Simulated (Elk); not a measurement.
## Worked example: self-consistent single point of BN (F-43m, 2 atoms in the cell) in Elk

Computed with PBE, all-electron FP-LAPW, Elk's shipped species files, default APW+lo basis run with Elk.

Input as run:

```
tasks
  0

xctype
  20

stype
  0

swidth
  0.0001

maxscl
  100

avec
    0.0000000000    3.4212773390    3.4212773390
    3.4212773390    0.0000000000    3.4212773390
    3.4212773390    3.4212773390    0.0000000000

atoms
  2
  'B.in'
  1
  0.0000000000  0.0000000000  0.0000000000    0.0 0.0 0.0
  'N.in'
  1
  0.7500000000  0.7500000000  0.7500000000    0.0 0.0 0.0

ngridk
  8 8 8
```

The program printed (abridged):

```
│ Elk code version 10.2.4 │

All units are atomic (Hartree, Bohr, etc.)

│ Ground-state run starting from atomic densities │

Lattice vectors :
   0.000000000       3.421277339       3.421277339
   3.421277339       0.000000000       3.421277339
   3.421277339       3.421277339       0.000000000

Unit cell volume      :    80.09305109
Brillouin zone volume :    3.097025398

Muffin-tin inner radius fraction :   0.1000000000E-01

Nuclei treated as point charges

Species :    1 (B)
 parameters loaded from : B.in
 name : boron
 nuclear charge    :   -5.000000000
 electronic charge :    5.000000000
 atomic mass :    19707.24741
 muffin-tin radius :    1.456456544
 number of radial points in muffin-tin :    297
 atomic positions (lattice), magnetic fields (Cartesian) :
   1 :   0.00000000  0.00000000  0.00000000    0.00000000  0.00000000  0.00000000

Species :    2 (N)
 parameters loaded from : N.in
 name : nitrogen
 nuclear charge    :   -7.000000000
 electronic charge :    7.000000000
 atomic mass :    25532.65214
 muffin-tin radius :    1.456456544
 number of radial points in muffin-tin :    297
 atomic positions (lattice), magnetic fields (Cartesian) :
   1 :   0.75000000  0.75000000  0.75000000    0.00000000  0.00000000  0.00000000

Total number of atoms per unit cell :    2

Spin treatment :
 spin-unpolarised

Number of Bravais lattice symmetries :   48
Number of crystal symmetries         :   24
Crystal has no inversion symmetry
Complex Hermitian eigensolver will be used

k-point grid :      8     8     8
k-point offset :    0.000000000       0.000000000       0.000000000
k-point set is reduced with full crystal symmetry group
Total number of k-points :       43

Muffin-tin radius times maximum |G+k| :    7.000000000
 using average radius
Maximum |G+k| for APW functions       :    4.806185277
Maximum (1/2)|G+k|²                   :    11.54970846
Maximum |G| for potential and density :    12.00000000
 potential will be trimmed for |G| > 2 gkmax
Constant for pseudocharge density :    4
Radial integration step length :    4

G-vector grid sizes :     20    20    20
Number of G-vectors :     2277

Maximum angular momentum used for
 APW functions                      :    8
 outer part of muffin-tin           :    6
 inner part of muffin-tin           :    1

Total nuclear charge    :   -12.00000000
Total core charge       :    4.000000000
Total valence charge    :    8.000000000
Total excess charge     :    0.000000000
Total electronic charge :    12.00000000

Effective Wigner radius, rₛ :    1.167996822

Number of empty states         :    8
Total number of valence states :   12
Total number of core states    :    4

Total number of local-orbitals :    9

Exchange-correlation functional :     20     0     0
 Perdew-Burke-Ernzerhof, Phys. Rev. Lett. 77, 3865 (1996)
 gradient requirement :    1
 generalised gradient approximation (GGA)

Smearing type :    0
 Gaussian
Smearing width :   0.1000000000E-03
Effective electronic temperature (K) :    31.57750248

Mixing type :    3
 Broyden mixing, J. Phys. A: Math. Gen. 17, L317 (1984)

Kohn-Sham potential initialised from atomic data

│ Self-consistent loop started │
│ Loop number : 1 │
 total energy                :     -82.1443514711
│ Loop number : 2 │
 total energy                :     -82.1082181531
RMS change in Kohn-Sham potential (target) :    7.037826132     (  0.1000000000E-05)
Absolute change in total energy (target)   :   0.3613331797E-01 (  0.1000000000E-03)
│ Loop number : 3 │
 total energy                :     -81.5247195351
RMS change in Kohn-Sham potential (target) :    5.406733523     (  0.1000000000E-05)
Absolute change in total energy (target)   :   0.5925319475     (  0.1000000000E-03)
│ Loop number : 4 │
 total energy                :     -80.4693020222
RMS change in Kohn-Sham potential (target) :    2.302010980     (  0.1000000000E-05)
Absolute change in total energy (target)   :    1.203550500     (  0.1000000000E-03)
│ Loop number : 5 │
 total energy                :     -79.9288479815
RMS change in Kohn-Sham potential (target) :   0.6592519744     (  0.1000000000E-05)
Absolute change in total energy (target)   :   0.8413416656     (  0.1000000000E-03)
│ Loop number : 6 │
 total energy                :     -79.7630339659
RMS change in Kohn-Sham potential (target) :   0.1344974218     (  0.1000000000E-05)
Absolute change in total energy (target)   :   0.3761494320     (  0.1000000000E-03)
│ Loop number : 7 │
 total energy                :     -79.7242558241
RMS change in Kohn-Sham potential (target) :   0.9649566536E-02 (  0.1000000000E-05)
Absolute change in total energy (target)   :   0.1328154999     (  0.1000000000E-03)
│ Loop number : 8 │
 total energy                :     -79.7265841136
RMS change in Kohn-Sham potential (target) :   0.3877582469E-02 (  0.1000000000E-05)
Absolute change in total energy (target)   :   0.3087558545E-01 (  0.1000000000E-03)
│ Loop number : 9 │
 total energy                :     -79.7280859845
RMS change in Kohn-Sham potential (target) :   0.1619671896E-02 (  0.1000000000E-05)
Absolute change in total energy (target)   :   0.6217025431E-02 (  0.1000000000E-03)
│ Loop number : 10 │
 total energy                :     -79.7279953989
RMS change in Kohn-Sham potential (target) :   0.4165697229E-03 (  0.1000000000E-05)
Absolute change in total energy (target)   :   0.1644842006E-02 (  0.1000000000E-03)
│ Loop number : 11 │
 total energy                :     -79.7279861319
RMS change in Kohn-Sham potential (target) :   0.8251482746E-04 (  0.1000000000E-05)
Absolute change in total energy (target)   :   0.4204775100E-03 (  0.1000000000E-03)
│ Loop number : 12 │
 total energy                :     -79.7279905090
RMS change in Kohn-Sham potential (target) :   0.3200320196E-04 (  0.1000000000E-05)
Absolute change in total energy (target)   :   0.1007422467E-03 (  0.1000000000E-03)
│ Loop number : 13 │
 total energy                :     -79.7279905666
RMS change in Kohn-Sham potential (target) :   0.1092441355E-05 (  0.1000000000E-05)
Absolute change in total energy (target)   :   0.2512798559E-04 (  0.1000000000E-03)
│ Loop number : 14 │
 total energy                :     -79.7279902085
RMS change in Kohn-Sham potential (target) :   0.6605135818E-06 (  0.1000000000E-05)
Absolute change in total energy (target)   :   0.6640022818E-05 (  0.1000000000E-03)
Convergence targets achieved

│ Loop number : 15 │

Energies :
 Fermi                       :     0.348494373656
 sum of eigenvalues          :     -38.4313719767
 electron kinetic            :      79.4135098447
 core electron kinetic       :      65.7878136628
 Coulomb                     :     -148.077208680
 Coulomb potential           :     -103.641132762
 nuclear-nuclear             :     -24.4209655538
 electron-nuclear            :     -143.671353491
 Hartree                     :      20.0151103644
 Madelung                    :     -96.2566422993
 xc potential                :     -14.2037490591
 exchange                    :     -10.6372394685
 correlation                 :    -0.427051569514
 total energy                :     -79.7279898737

Density of states at Fermi energy :   0.8206623841E-05
 (states/Hartree/unit cell)

Estimated indirect band gap :   0.1643291965
 from k-point      1 to k-point     27
Estimated direct band gap   :   0.3240526656
 at k-point      1

Charges :
 core                        :    4.000000000
 valence                     :    8.000000000
 interstitial                :    2.974339654
 muffin-tins (core leakage)
  species :    1 (B)
   atom    1                 :    3.318025765     (  0.7315528057E-03)
  species :    2 (N)
   atom    1                 :    5.707634581     (  0.6912649596E-05)
 total in muffin-tins        :    9.025660346
 total calculated charge     :    11.99582487
 total charge                :    12.00000000
 error                       :   0.4175126760E-02

│ Self-consistent loop stopped │
```

The run converged in 15 iterations. The count includes the last loop, which Elk runs after its targets are met.

The starting cell comes from a database of computed structures (which also holds hypothetical and non-ambient phases and stackings), without a prior relaxation at this level. Its lattice was rescaled by a random factor within 2.5 % of one. Values depend on the basis (sphere radii, cutoffs, local orbitals), which need not be converged.
